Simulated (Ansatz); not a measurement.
This Ansatz (a first-principles code) input is the reference run, SiC (space group P6_3mc, No. 186), computed with PBEsol (Ansatz), no spin-orbit coupling:

Ansatz 0.2 input:
```yaml
crystal:
  lattice:
    - [3.078083117, 0, 0]
    - [-1.5390415585, 2.6656981743, 0]
    - [0, 0, 10.0760475794]
  atoms:
    - { symbol: Si, position: [0, 0, 0.5003180181] }
    - { symbol: Si, position: [0, 0, 0.0003180181] }
    - { symbol: Si, position: [0.3333333333, 0.6666666667, 0.2502452851] }
    - { symbol: Si, position: [0.6666666667, 0.3333333333, 0.7502452851] }
    - { symbol: C, position: [0, 0, 0.3128550262] }
    - { symbol: C, position: [0, 0, 0.8128550262] }
    - { symbol: C, position: [0.3333333333, 0.6666666667, 0.0622116706] }
    - { symbol: C, position: [0.6666666667, 0.3333333333, 0.5622116706] }
basis: { ecutwfc: 420, ecutrho_ratio: 4, xc_grid: 2, fft_grid_basis: typed }
kpoints: { mp_grid: { grid: [12, 12, 4] } }
hamiltonian:
  xc: pbesol
  dispersion: none
  pseudopotentials: { kind: paw }
scf: { occupations: { method: fermi_dirac, width: 0.05 }, convergence: { dr2_threshold: 0.0000000008 } }
output: { forces: true, stress: true }
checkpoint: { write: state.ck, write_every: 1000 }
```

Question: Write the input for this change: the cell is scaled by 1.0300 in all directions, atoms relaxed at fixed cell.

Answer: 
Ansatz 0.2 input:
```yaml
crystal:
  lattice:
    - [3.1704256105, 0, 0]
    - [-1.5852128053, 2.7456691195, 0]
    - [0, 0, 10.3783290068]
  atoms:
    - { symbol: Si, position: [0, 0, 0.5003180181] }
    - { symbol: Si, position: [0, 0, 0.0003180181] }
    - { symbol: Si, position: [0.3333333333, 0.6666666667, 0.2502452851] }
    - { symbol: Si, position: [0.6666666667, 0.3333333333, 0.7502452851] }
    - { symbol: C, position: [0, 0, 0.3128550262] }
    - { symbol: C, position: [0, 0, 0.8128550262] }
    - { symbol: C, position: [0.3333333333, 0.6666666667, 0.0622116706] }
    - { symbol: C, position: [0.6666666667, 0.3333333333, 0.5622116706] }
basis: { ecutwfc: 420, ecutrho_ratio: 4, xc_grid: 2, fft_grid_basis: typed }
kpoints: { mp_grid: { grid: [12, 12, 4] } }
hamiltonian:
  xc: pbesol
  dispersion: none
  pseudopotentials: { kind: paw }
scf: { occupations: { method: fermi_dirac, width: 0.05 }, convergence: { dr2_threshold: 0.0000000008 } }
relax: { f_tol: 0.005, max_steps: 50 }
output: { forces: true, stress: true }
checkpoint: { write: state.ck, write_every: 1000 }
```
This is the input that was run.

The cells carry an imposed strain or load. Whether these cells are dynamically stable was not tested.
